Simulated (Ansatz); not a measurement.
```
CELL_PARAMETERS angstrom
     12.50000     0.00000     0.00000
      0.00000    11.00000     0.00000
      0.00000     0.00000     4.26378
ATOMIC_POSITIONS crystal
  Pt 0.45997 0.50000 0.00000
  Pt 0.54003 0.50000 0.50000
```

Levels: PBE (plane waves to 420 eV, PAW; Ansatz, a program for electronic structure); PBE with spin-orbit coupling run with Ansatz. Unmarked values and the geometry are of the first. Mesh 1×1×74. Collinear spin, started with parallel moments, which vanish. It repeats along c; a and b span vacuum. A model structure. Symmetry and one short period hold its shape; lower forms weren't sought. Pairing along the axis, which can open a gap, is among the distortions not tried. Values not marked SOC lack spin–orbit coupling.

### Question
Say what this body is, and give its properties.

### Answer
Free zigzag chain of Pt atoms. A hypothetical model.
```
Property                                                                                                            Result
--------------------------------------------------------------------  ----------------------------------------------------
PBE gap                                                                                               none (under 0.01 eV)
crossings of the Fermi level between Γ and the zone edge (49 points)  2, each for both spins (ideal conductance 2 × 2e²/h)
PBE+SOC gap at this geometry                                                                                       0.06 eV
```
